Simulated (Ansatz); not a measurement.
System: fluorite AuAl₂. Method: PBEsol+SOC (PAW; Ansatz, a quantum-chemistry and plane-wave program).

Settings: plane-wave cutoff 520 eV, 16×16×16 k mesh, Fermi–Dirac smearing 0.05 eV, PAW data made under PBE.

Cell (relaxed at this level):

```yaml
crystal:
  lattice:
    - [0.00000, 2.99426, 2.99426]
    - [2.99426, 0.00000, 2.99426]
    - [2.99426, 2.99426, 0.00000]
  atoms:
    - { symbol: Al, position: [0.25000, 0.25000, 0.25000] }
    - { symbol: Al, position: [0.75000, 0.75000, 0.75000] }
    - { symbol: Au, position: [0.00000, 0.00000, 0.00000] }
```

**Question.** Predict the bulk modulus and pressure derivative B′ of the bulk modulus.

**Answer.** 
* **bulk modulus**: 118 GPa
* **pressure derivative B′ of the bulk modulus**: 4.7

The run finds no gap.

The computed numbers hold no vibrational or temperature effects.

Computing time: around 7 core-minutes (rough).
